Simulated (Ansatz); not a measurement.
Base system: BaTiO$_{3}$ (space group P4mm, No. 99; a = 3.985 Å, c = 4.204 Å).

(Cell as relaxed with PBE.)

Levels (all Ansatz, a quantum-chemistry and plane-wave program, PAW, earlier PAW set): PBE (420 eV, scalar-relativistic without spin-orbit coupling); PBEsol (420 eV, no spin-orbit coupling).

Each level relaxes its own structure.

| quantity | PBE | PBEsol |
|---|---|---|
| volume per atom | 13.35 Å³ | 12.66 Å³ |
| lattice parameter a | 7.531 bohr | 7.475 bohr |
| lattice parameter c | 7.945 bohr | 7.646 bohr |
| band gap | 1.85 eV | 1.85 eV |
| gap character | indirect, A → Γ | indirect, A → Γ |

PBE's volume per atom lies 0.69 Å³ above PBEsol's (5.5 %); PBE's lattice parameter a lies 0.056 bohr above PBEsol's (0.7 %); PBE's lattice parameter c lies 0.299 bohr above PBEsol's (3.9 %); the two agree on the band gap and gap character. Neither level is exact; PBEsol is the comparison here, not a measurement.

Gaps are Kohn–Sham eigenvalue differences; semilocal functionals usually give less than the measured gap. Stability against distortions was not tested. All final runs are without spin polarisation.
